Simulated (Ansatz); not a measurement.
Start from MgS in the rock salt structure (space group Fm-3m, No. 225).

```yaml
crystal:
  lattice:
    - [0.00000, 2.61484, 2.61484]
    - [2.61484, 0.00000, 2.61484]
    - [2.61484, 2.61484, 0.00000]
  atoms:
    - { symbol: Mg, position: [0.00000, 0.00000, 0.00000] }
    - { symbol: S, position: [0.50000, 0.50000, 0.50000] }
```

Cartesian axes are those of the cell as printed.

All numbers come from DFT with PBE, PAW potentials and a 420 eV plane-wave cutoff in Ansatz (a program for electronic structure), no spin-orbit coupling.

Modification: the cell is scaled by 0.9950 in all directions; the atoms relax in the strained cell.

Predict the stress tensor and what it implies for the stiffness.

Stress of the strained cell less that of the base (GPa, compression positive):
```
   1.15    0.00    0.00
   0.00    1.15    0.00
   0.00    0.00    1.15
```

Then B = −ΔP/(ΔV/V₀) with ΔV/V₀ = -0.0149 gives secant stiffness values (nonlinear terms included at this strain): B ≈ 77 GPa.

Whether these cells are dynamically stable was not tested.
